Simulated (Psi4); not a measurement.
Psi4 1.11, PBE0/def2-svp, scf_type pk: F[SiH2]/C=C/C1CNC1, 18 atoms. The geometry is a generated start, not checked to be a minimum at this level.

```
Item                                              Value
-----------------------  ------------------------------
task                                             energy
method                                             pbe0
basis                                          def2-svp
memory                                             7 GB
e_convergence                                     1e-08
d_convergence                                     1e-07
guess                    auto, which took SAD (default)
diis_max_vecs                              10 (default)
scf_initial_accelerator                 adiis (default)
dft_radial_points                          75 (default)
dft_spherical_points                      302 (default)
basis functions                                     166
grid points                                      380989
```

```xyz
18

F      3.7777    -0.4172    -2.2075
Si     3.2117     0.1524    -0.8198
C      1.4219    -0.2513    -0.7533
C      0.5907    -0.0325     0.2779
C     -0.8413    -0.4174     0.1645
C     -1.6838    -0.3189     1.4574
N     -2.7980     0.2339     0.6493
C     -1.7995     0.6785    -0.3542
H      3.4127     1.6216    -0.7733
H      3.9305    -0.4926     0.3068
H      1.0656    -0.7092    -1.6700
H      0.9299     0.4282     1.2030
H     -0.9801    -1.3836    -0.3423
H     -1.9074    -1.2712     1.9480
H     -1.3163     0.3838     2.2153
H     -3.4269    -0.4864     0.2919
H     -2.1213     0.5700    -1.3945
H     -1.4661     1.7121    -0.1990
```
Charge 0, spin multiplicity 1.

The reference run uses exact four-centre integrals (scf_type = pk). Single runs; times are not shown.

Measured:

```
setting                                    energy against the reference
-----------------------------------------  ----------------------------
scf_type = cd, cholesky_tolerance = 1e-06               −0.013 meV/atom
scf_type = cd, cholesky_tolerance = 1e-05                −0.11 meV/atom
scf_type = cd, cholesky_tolerance = 0.001                 −5.0 meV/atom
scf_type = cd, cholesky_tolerance = 0.01                  +5.4 meV/atom
```

### Question
Predict the row for scf_type = cd, cholesky_tolerance = 0.0001 (default).

### Answer
energy against the reference: −1.8 meV/atom. Total energies are compared; such shifts often cancel in part in energy differences.
